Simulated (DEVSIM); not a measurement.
System: Schottky contact on n-type CdTe, at 300 K.

Layer 1 from the left is CdTe, thickness (μm) 0.830, Nd (cm⁻³) 5.1e16, τn (s) 1.3e-8, τp (s) 1.3e-8.

Left contact: Schottky, work function 5 eV, emission velocity 5.7e6 cm/s. Right contact: ohmic. Voltage is applied to the left contact. Recombination: SRH at mid-gap. Mobility is μmin + (μ − μmin)/(1 + (N/Nref)^α).

The device is made up for the run: typed textbook-type constants, with dimensions and the other settings drawn at random. Values at 300 K.

CdTe: gap (eV) 1.5, affinity (eV) 4.28, permittivity 10.2, Nc (cm⁻³) 8e17, Nv (cm⁻³) 1.8e19, μn (cm²/Vs) 1000, μp (cm²/Vs) 80, μn,min 100, μp,min 10, Nref,n 1e17, Nref,p 1e17, αn 0.6, αp 0.6.

### Question
Estimate by hand the built-in potential, the peak field at zero bias, the capacitance at -3 V, and compare with a numerical solution.

### Answer

- Built-in potential: barrier φB = 0.720 eV; Vbi = φB − kT/q ln(N_band/N) = 0.649 V; numerical 0.649 V.
- Peak field at zero bias: depletion approximation: W = √(2εVbi/(qN)) = 0.120 μm with N = 5.10e16 cm⁻³; field = 2Vbi/W = 108000 V/cm; numerical 106000 V/cm (estimate above by 2.5 %).
- Capacitance at -3 V: C = √(qεN / 2(Vbi + |V|)) = 31.8 nF/cm²; numerical 31.9 nF/cm².

DEVSIM, 1D drift-diffusion, Boltzmann statistics, complete ionisation; no tunnelling, impact ionisation, image-force lowering or self-heating. Metal contacts follow the ideal Schottky-Mott rule: no Fermi-level pinning, no interface dipoles.
